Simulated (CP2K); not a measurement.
Band structure of AgCl (Fm-3m, 2 atoms in the cell).

```yaml
crystal:
  lattice:
    - [3.92114, 0.00000, 0.00000]
    - [1.96057, 3.39581, 0.00000]
    - [1.96057, 1.13194, 3.20160]
  atoms:
    - { symbol: Ag, position: [0.00000, 0.00000, 0.00000] }
    - { symbol: Cl, position: [0.50000, 0.50000, 0.50000] }
```

Method: PBEsol, GPW, DZVP-MOLOPT-SR-GTH basis, GTH-PBE potentials (GTH_POTENTIALS) run with CP2K.

Settings: CUTOFF = 500 Ry; REL_CUTOFF = 50 Ry; KPOINTS/SCHEME = MONKHORST-PACK 10 10 10; GAMMA_CENTERED = T; XC_FUNCTIONAL = PBE:PBESOL; Ag/BASIS_SET = DZVP-MOLOPT-SR-GTH-q11; Ag/POTENTIAL = GTH-PBE-q11; Cl/BASIS_SET = DZVP-MOLOPT-SR-GTH-q7; Cl/POTENTIAL = GTH-PBE-q7; METHOD = GPW; EPS_DEFAULT = 1e-10; EXTRAPOLATION = USE_GUESS; NGRIDS = 5; SCF_GUESS = ATOMIC.

The starting cell comes from a database of computed structures (which also holds hypothetical and non-ambient phases and stackings), without a prior relaxation at this level. Values carry the incompleteness of an atom-centred basis. The potentials were made for another functional than the one used.

Question: Predict the gap along the standard path and the places of the band edges.

Answer: The gap along the path is 0.65 eV, from L to Γ; the smallest direct gap on it is 2.79 eV.

Levels in eV from the top of the valence band on the SCF mesh, bands 6 to 10:
```json
[
 {"point": "Γ", "6": "-2.45", "7": "-2.37", "8": "-2.37", "9": "-2.37", "10": "0.65"},
 {"point": "X", "6": "-2.25", "7": "-1.97", "8": "-1.97", "9": "-1.90", "10": "2.25"},
 {"point": "W", "6": "-2.01", "7": "-1.99", "8": "-1.97", "9": "-1.23", "10": "4.15"},
 {"point": "K", "6": "-2.03", "7": "-1.86", "8": "-1.69", "9": "-1.08", "10": "3.56"},
 {"point": "L", "6": "-2.09", "7": "-1.77", "8": "0.00", "9": "0.00", "10": "4.08"},
 {"point": "U", "6": "-2.03", "7": "-1.86", "8": "-1.69", "9": "-1.08", "10": "3.56"}
]
```

Higher empty bands are left out: an atom-centred basis made for the valence describes them poorly.
